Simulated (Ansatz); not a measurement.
A self-consistent single point of LiCo₅SbO₈ (P1, 15 atoms in the cell) with Ansatz (a quantum-chemistry and plane-wave program).

Method of the run: PBEsol+U, default PAW files made with PBE (plane waves; Ansatz).

The change in words: lattice scaled by 0.97. Reference geometry:
```yaml
crystal:
  lattice:
    - [5.16125, -2.97926, 0.00000]
    - [5.16125, 2.97926, 0.00000]
    - [-3.45003, 0.00000, 5.30557]
  atoms:
    - { symbol: Li, position: [0.99448, 0.98185, 0.48185] }
    - { symbol: Co, position: [0.16265, 0.15628, 0.96568], spin: 3.0 }
    - { symbol: Co, position: [0.84683, 0.84428, 0.04092], spin: 3.0 }
    - { symbol: Co, position: [0.01273, 0.49344, 0.49867], spin: 3.0 }
    - { symbol: Co, position: [0.48787, 0.01419, 0.50724], spin: 3.0 }
    - { symbol: Co, position: [0.51066, 0.49704, 0.49902], spin: 3.0 }
    - { symbol: Sb, position: [0.50713, 0.49767, 0.99131] }
    - { symbol: O, position: [0.74499, 0.26257, 0.78431] }
    - { symbol: O, position: [0.27025, 0.72768, 0.23084] }
    - { symbol: O, position: [0.71632, 0.26816, 0.22920] }
    - { symbol: O, position: [0.26149, 0.75212, 0.77807] }
    - { symbol: O, position: [0.26060, 0.26902, 0.76184] }
    - { symbol: O, position: [0.73692, 0.73127, 0.23179] }
    - { symbol: O, position: [0.26991, 0.27592, 0.32096] }
    - { symbol: O, position: [0.71720, 0.72850, 0.67829] }
```
(The spins are starting values, not results.)

Reference input (self-consistent single point, DFT, PBEsol+U, plane waves, default PAW files made with PBE): basis.ecutwfc = 420 eV; kpoints.mp_grid.grid = 3 3 3; hamiltonian.xc = pbesol; hamiltonian.pseudopotentials = {kind: paw} (the program's default PAW files); hamiltonian.hubbard.sites = [{species: Co, l: d, u_eff: 3.32}] eV; magnetization.spin_polarized = true; scf.occupations.method = gaussian; scf.occupations.width = 0.02 eV. This run's input differs from it in these lines:

```diff
@@ -3,5 +3,5 @@
   lattice:
-    - [5.161245, -2.979265, 0.000000]
-    - [5.161245, 2.979265, 0.000000]
-    - [-3.450034, 0.000000, 5.305570]
+    - [5.006408, -2.889887, 0.000000]
+    - [5.006408, 2.889887, 0.000000]
+    - [-3.346533, 0.000000, 5.146403]
   atoms:
```

The program printed (abridged):

```
SCF iter   1: F=—  HF=-36565.664498 eV  |F-HF|=—  |Δ(HF+E_count)|=         —  Δρ=3.80e-1 (↑9.75e-2 ↓3.80e-1)  dr2=2.66e2  dr2_m=3.52e1  M=5.408 μB ∫|m|=5.566 μB  β_m=0.30  ethr=3.10e-3  ⟨swp⟩=6.1  Hψ=10151  notcnv=0  defer=2
all-band conjugate gradients solve this SCF's bands
preconditioner: auto → Kerker (q_TF=auto, 2.735 Å⁻¹)
spin=Collinear: Kerker preconditioning applied to the charge; magnetization (m = ρ↑ − ρ↓) channel mixes plain (no charge-response kernel on spin).
   [... lines left out ...]
SCF iter  29: F=—  HF=-36550.536371 eV  |F-HF|=—  |Δ(HF+E_count)|=   9.92e-7  Δρ=1.22e-5 (↑8.42e-6 ↓1.22e-5)  dr2=3.82e-7  dr2_m=1.42e-8  M=15.000 μB ∫|m|=15.059 μB  β_m=0.95  ethr=1.44e-10  ⟨swp⟩=2.0  Hψ=4525  notcnv=0  defer=361
SCF iter  30: F=-36550.536372 eV  HF=-36550.536372 eV  |F-HF|=2.73e-8  |Δ(HF+E_count)|=   1.28e-7  Δρ=5.57e-6 (↑3.40e-6 ↓5.57e-6)  dr2=6.14e-8  dr2_m=5.43e-9  M=15.000 μB ∫|m|=15.059 μB  ethr=6.62e-11  ⟨swp⟩=9.8  Hψ=13730  notcnv=0
SCF 1 converged in 30 iterations: F = -36550.536372 eV  dr2 = 6.14e-8
WARN: an SCF from ferrimagnetic starting moments (0.00, -3.00, -3.00, 3.00, 3.00, 3.00, 0.00, 0.00, 0.00, 0.00, 0.00, 0.00, 0.00, 0.00, 0.00 Bohr magnetons, …
Magnetization: 15.0000 μB (83.0000 up, 68.0000 down)
   [... lines left out ...]
Absolute magnetization: 15.0539 μB (∫|ρ↑−ρ↓|, with the PAW one-centre terms)
Free energy (F): -36550.536372 eV
Fermi energy:    12.643268 eV
   [... lines left out ...]
--- Stress (GPa, compression-positive) ---
       12.466298      -0.747854      -0.955227
       -0.748211      13.949316       1.826315
       -0.955241       1.826287      16.491799
  P = ⅓ Tr σ = 14.3025 GPa (143.025 kbar)
  The stress holds the Pulay correction. Without it, at fixed plane waves, as pw.x and ABINIT print it: P = 13.5108 GPa
Occupation matrices written to occupation_matrices
```

The run converged in 30 iterations. 

The starting cell comes from a database of computed structures (which also holds hypothetical and non-ambient phases and stackings), without a prior relaxation at this level. Its atoms were displaced at random from the sites of space group no. 12. For this run, on top of that: lattice scaled by 0.97. The magnetic order is the one reached from the typed start; others were not searched systematically. With U or open f shells several self-consistent states can exist. The program warned that, by what it read of turns of the moments, another magnetic order lies lower. Forces in this geometry exceed 1 eV/Å. Ansatz's pressure includes its estimate of the finite-basis (Pulay) stress. Without the estimate this run gives 13.51 GPa.

These are the values that this program gave, and no reference: magnets with a U can end in a higher state.

Cost on one core of a shared machine: roughly 70 s.

Keys are those of Ansatz 0.2.
